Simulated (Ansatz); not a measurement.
**AlCr2C: pressure series**

The reference is AlCr$_{2}$C (space group P6_3/mmc, No. 194; a = 2.8119 Å, c = 12.5996 Å; non-magnetic).

Cell and atoms are relaxed at each pressure.

Computed with PBEsol (Ansatz, a first-principles code, PAW, without spin-orbit coupling), earlier PAW set.

```csv
pressure (GPa),volume per atom (Å³/atom)
-1,10.838
0,10.784
0.3,10.768
0.7,10.747
1.5,10.706
3,10.631
5,?
7.5,10.420
10,10.312
```

Problem. Fit the third-order Birch–Murnaghan form P(V) = (3B₀/2)[(V₀/V)^(7/3) − (V₀/V)^(5/3)]·[1 + (3/4)(B₀′ − 4)((V₀/V)^(2/3) − 1)] (squares taken in P) to the rows shown and predict the withheld row.

Solution. Least squares on the printed values gives V₀ = 10.784 Å³/atom, B₀ = 203 GPa, B₀′ = 4.2; this predicts 10.534 Å³/atom, and the run gives 10.535 Å³/atom, in agreement.

Load acts through the strain it causes; cell and atoms are relaxed under it. No phonon test of stability was made. No other phases were tried under pressure. Seeded moments were not kept for the base. All final runs are without spin polarisation.
